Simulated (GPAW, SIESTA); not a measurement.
A GPAW input for a self-consistent single point of Ni3Si (Pm-3m, 4 atoms in the cell) (DFT PBEsol, plane waves, GPAW PAW datasets PBEsol (made by gpaw-setup)):

```python
from ase import Atoms
from ase.units import GPa
from gpaw import GPAW

atoms = Atoms(['Si', 'Ni', 'Ni', 'Ni'],
              cell=[[3.596697, 0.000000, 0.000000],
                    [0.000000, 3.596697, 0.000000],
                    [0.000000, 0.000000, 3.596697]],
              scaled_positions=[[0.000000, 0.000000, 0.000000],
                                [0.000000, 0.500000, 0.500000],
                                [0.500000, 0.000000, 0.500000],
                                [0.500000, 0.500000, 0.000000]],
              pbc=True)

calc = GPAW(mode={'name': 'pw', 'ecut': 800},
            xc='PBEsol',
            kpts=(7, 7, 7),
            occupations={'name': 'methfessel-paxton', 'width': 0.272, 'order': 0},
            nbands=-10,
            convergence={'density': 1e-05, 'energy': 1e-05},
            symmetry={'symmorphic': False, 'tolerance': 0.0005},
            maxiter=150,
            txt='-')

atoms.calc = calc

energy = atoms.get_potential_energy()
print('Energy (eV):', round(energy, 6))
forces = atoms.get_forces()
print('Forces (eV/Ang):')
print(forces.round(5))
stress = atoms.get_stress()
print('Stress (GPa, Voigt):', (stress / GPa).round(4))
```

Task: Write the same calculation as an input for SIESTA.

Result: This is the input that was run; spellings and numerical settings could be chosen otherwise.

```
# files in the folder: Si.psml Ni.psml (PseudoDojo PBEsol standard)
SystemName  Ni3Si
SystemLabel ni3si

NumberOfAtoms                4
NumberOfSpecies              2
%block ChemicalSpeciesLabel
  1 14 Si
  2 28 Ni
%endblock ChemicalSpeciesLabel
LatticeConstant              1.0 Ang
%block LatticeVectors
     3.596697000    0.000000000    0.000000000
     0.000000000    3.596697000    0.000000000
     0.000000000    0.000000000    3.596697000
%endblock LatticeVectors
AtomicCoordinatesFormat      ScaledCartesian
%block AtomicCoordinatesAndAtomicSpecies
     0.000000000    0.000000000    0.000000000  1
     0.000000000    1.798348500    1.798348500  2
     1.798348500    0.000000000    1.798348500  2
     1.798348500    1.798348500    0.000000000  2
%endblock AtomicCoordinatesAndAtomicSpecies

XC.functional                GGA
XC.authors                   PBEsol
PAO.BasisSize                DZP
PAO.EnergyShift              0.01 Ry
MeshCutoff                   400 Ry
%block kgrid.MonkhorstPack
    7   0   0  0.0
    0   7   0  0.0
    0   0   7  0.0
%endblock kgrid.MonkhorstPack
OccupationFunction           MP
OccupationMPOrder            0
ElectronicTemperature        272.0 meV

MaxSCFIterations             150
SCF.Mixer.Method             Pulay
SCF.Mixer.Weight             0.1
SCF.Mixer.History            8
SCF.DM.Tolerance             1.0E-04
Diag.ParallelOverK           true
WriteForces                  true
```

Basis, cutoffs, solver keys and any potentials are the target program's own. This input uses DFT, GGA PBEsol, numerical atomic orbitals DZP, PseudoDojo PBEsol standard norm-conserving potentials (rewritten from UPF to PSML). Both were run: pressure -19.31 GPa in GPAW and -23.21 in SIESTA.

On GPAW: the starting cell has typed, rounded lattice constants, without a prior relaxation at this level. Its lattice was rescaled by a random factor within 2.5 % of one. Spin polarisation is off. With a pressure of about -19 GPa the cell is away from its equilibrium volume at this level.

On SIESTA: the starting cell has typed, rounded lattice constants, without a prior relaxation at this level. Its lattice was rescaled by a random factor within 2.5 % of one. Spin polarisation is off. Values carry the incompleteness of an atom-centred basis. With a pressure of about -23 GPa the cell is away from its equilibrium volume at this level.
